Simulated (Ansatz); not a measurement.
Worked example: self-consistent single point of La₂S₃ (R-3m, 5 atoms in the cell) in Ansatz (a first-principles code).

Method: PBE (plane waves, PAW; Ansatz).

```yaml
crystal:
  lattice:
    - [2.00687, 1.15867, 9.31608]
    - [-2.00687, 1.15867, 9.31608]
    - [0.00000, -2.31733, 9.31608]
  atoms:
    - { symbol: La, position: [0.39900, 0.39900, 0.39900] }
    - { symbol: La, position: [0.60100, 0.60100, 0.60100] }
    - { symbol: S, position: [0.00000, 0.00000, 0.00000] }
    - { symbol: S, position: [0.20800, 0.20800, 0.20800] }
    - { symbol: S, position: [0.79200, 0.79200, 0.79200] }
```

Reference input (self-consistent single point, DFT, PBE, plane waves, default PAW files): basis.ecutwfc = 420 eV; kpoints.mp_grid.grid = 5 5 5; hamiltonian.xc = pbe; hamiltonian.pseudopotentials = {kind: paw} (the program's default PAW files); scf.occupations.method = cold; scf.occupations.width = 0.05 eV. This run's input differs from it in these lines:

Ansatz 0.2 input:
```diff
@@ -13,3 +13,3 @@
 basis:
-  ecutwfc: 420.0 eV
+  ecutwfc: 210.0 eV
 kpoints:
```

The program printed (abridged):

```
SCF iter   1: F=—  HF=-15213.048349 eV  |F-HF|=—  |Δ(HF+E_count)|=         —  Δρ=1.05e-2  dr2=1.76e-1  ethr=1.77e-3  ⟨swp⟩=7.1  Hψ=2196  notcnv=0
all-band conjugate gradients solve this SCF's bands
preconditioner: auto → Resta (q_TF=auto, 2.242 Å⁻¹)
SCF iter   2: F=—  HF=-15213.034383 eV  |F-HF|=—  |Δ(HF+E_count)|=   1.40e-2  S|Δr|=    0.00e0  Δρ=5.59e-3  dr2=2.19e-2  ethr=4.41e-4  ⟨swp⟩=3.0  Hψ=853  notcnv=0  defer=19
   [... lines left out ...]
SCF iter   5: F=—  HF=-15213.037548 eV  |F-HF|=—  |Δ(HF+E_count)|=   3.46e-5  S|Δr|=    0.00e0  Δρ=6.90e-5  dr2=1.17e-5  ethr=4.08e-7  ⟨swp⟩=2.0  Hψ=836  notcnv=0  defer=19
SCF iter   6: F=—  HF=-15213.036736 eV  |F-HF|=—  |Δ(HF+E_count)|=   8.12e-4  S|Δr|=    0.00e0  Δρ=3.02e-5  dr2=1.50e-6  ethr=2.91e-8  ⟨swp⟩=2.0  Hψ=693  notcnv=0  defer=19
SCF iter   7: F=-15213.036737 eV  HF=-15213.036737 eV  |F-HF|=2.87e-8  |Δ(HF+E_count)|=   1.10e-6  S|Δr|=    0.00e0  Δρ=6.40e-6  dr2=8.87e-8  ethr=2.50e-10  ⟨swp⟩=11.1  Hψ=2583  notcnv=0
SCF 1 converged in 7 iterations: F = -15213.036737 eV  dr2 = 8.87e-8
Stability not checked (fill_not_monotonic)
Free energy (F): -15213.036737 eV
Internal energy: -15213.036737 eV  (E = F + TS)
E sigma→0 (E₀):  -15213.036737 eV
Fermi energy:    8.428326 eV
--- Forces (eV/Å), atoms counted from 1 ---
  atom   1  La     0.00000000     0.00000004     2.25250846
  atom   2  La     0.00000000    -0.00000004    -2.25250846
  atom   3  S      0.00000000     0.00000000    -0.00000000
  atom   4  S      0.00000000     0.00000004     2.09556990
  atom   5  S      0.00000000    -0.00000004    -2.09556990
--- Stress (GPa, compression-positive) ---
        6.361990       0.000000       0.000000
        0.000000       6.361990      -0.000000
        0.000000      -0.000000       0.080164
  P = ⅓ Tr σ = 4.2680 GPa (42.680 kbar)
  The stress holds the Pulay correction. Without it, at fixed plane waves, as pw.x and ABINIT print it: P = -6.3494 GPa
```

The run converged in 7 iterations. Against the reference run the free energy goes up by 459 meV/atom, the pressure goes from 3.57 to 4.27 GPa, the largest force goes from 2.312 to 2.253 eV/Å and the gap on the mesh stays at 0.730 eV.

The starting cell was generated: these elements placed on a structure prototype, without a prior relaxation; it need not be a known phase or ordering of this composition. Forces in this geometry exceed 1 eV/Å. Ansatz's pressure includes its estimate of the finite-basis (Pulay) stress. Without the estimate this run gives -6.35 GPa. The cutoff lies below the one recommended for these files.
